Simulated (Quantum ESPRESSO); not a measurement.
# Habitual settings against a tight run: Be (P6_3/mmc, 4 atoms in the cell)

Self-consistent single point.

```
Be
1.0
    2.27592     0.00000     0.00000
   -1.13796     1.97100     0.00000
    0.00000     0.00000     7.32278
Be
4
Direct
  0.00000   0.00000   0.00000
  0.00000   0.00000   0.50000
  0.33333   0.66667   0.25000
  0.66667   0.33333   0.75000
```

Method of the run: PBE, PSlibrary PAW (PBE) pseudopotentials (plane waves; Quantum ESPRESSO).

Base settings: ecutwfc = 40 Ry; ecutrho = 240 Ry; occupations = smearing; smearing = cold; degauss = 0.0073499 Ry; potentials = {Be: Be.pbe-n-kjpaw_psl.1.0.0.UPF}; K_POINTS = automatic 22 22 6 0 0 0; conv_thr = 1e-08 Ry; mixing_beta = 0.5.

Tight run (finer mesh or higher cutoff; not a proven limit): ecutwfc: 40 Ry → 56 Ry; ecutrho: 240 Ry → 336 Ry; conv_thr: 1e-08 Ry → 7.3e-11 Ry; K_POINTS: automatic 22 22 6 0 0 0 → automatic 30 30 9 0 0 0. It gave Fermi level (on the code's own zero) 7.84 eV; pressure -4.89 GPa.

Quick runs, as changes from the base:
- A: the base itself
- B: ecutwfc: 40 Ry → 24 Ry; ecutrho: 240 Ry → 144 Ry; smearing: cold → mp; degauss: 0.0073499 Ry → 0.0099958 Ry; K_POINTS: automatic 22 22 6 0 0 0 → automatic 1 1 1 0 0 0
- C: ecutwfc: 40 Ry → 20 Ry; ecutrho: 240 Ry → 120 Ry; K_POINTS: automatic 22 22 6 0 0 0 → automatic 4 4 4 1 1 1
- D: ecutwfc: 40 Ry → 32 Ry; ecutrho: 240 Ry → 192 Ry; degauss: 0.0073499 Ry → 0.0099958 Ry; K_POINTS: automatic 22 22 6 0 0 0 → automatic 6 6 6 0 0 0
- E: ecutwfc: 40 Ry → 28 Ry; ecutrho: 240 Ry → 168 Ry; degauss: 0.0073499 Ry → 0.0147 Ry; pseudopotentials: {Be: Be.pbe-n-kjpaw_psl.1.0.0.UPF} → {Be: Be.pz-n-kjpaw_psl.1.0.0.UPF}; K_POINTS: automatic 22 22 6 0 0 0 → automatic 8 8 8 0 0 0 [LDA (PZ)]
- F: ecutwfc: 40 Ry → 24 Ry; ecutrho: 240 Ry → 144 Ry; smearing: cold → fd; degauss: 0.0073499 Ry → 0.036749 Ry; K_POINTS: automatic 22 22 6 0 0 0 → automatic 6 6 6 0 0 0

Energies are extrapolated to zero smearing width, which holds to low order in the width alone (under cold and Methfessel-Paxton smearing the free energy itself is taken).

Dashes: energy of E, another energy zero.

† marks runs with another functional, U, potentials or spin treatment: their distance from the tight run is not a convergence error alone.

The count of work is k-points × plane waves × bands × iterations; it is no time. 

The starting cell was generated: these elements placed on a structure prototype, without a prior relaxation; it need not be a known phase or ordering of this composition. Its lattice was rescaled by a random factor within 2.5 % of one. In the base run, with a pressure of about -5 GPa the cell is away from its equilibrium volume at this level.

```tsv
run	energy less tight (meV/atom)	pressure less tight (GPa)	count of work / tight
A	0.3	-0.05	0.22
B	-7006.0	-67.09	0.00048
C	-2.9	-0.31	0.0038
D	27.8	0.24	0.024
E†	–	-5.37	0.031
F	27.5	1.38	0.014
```

Among the runs at the tight run's level, the energy misses run from 0.3 to 7006.0 meV/atom.
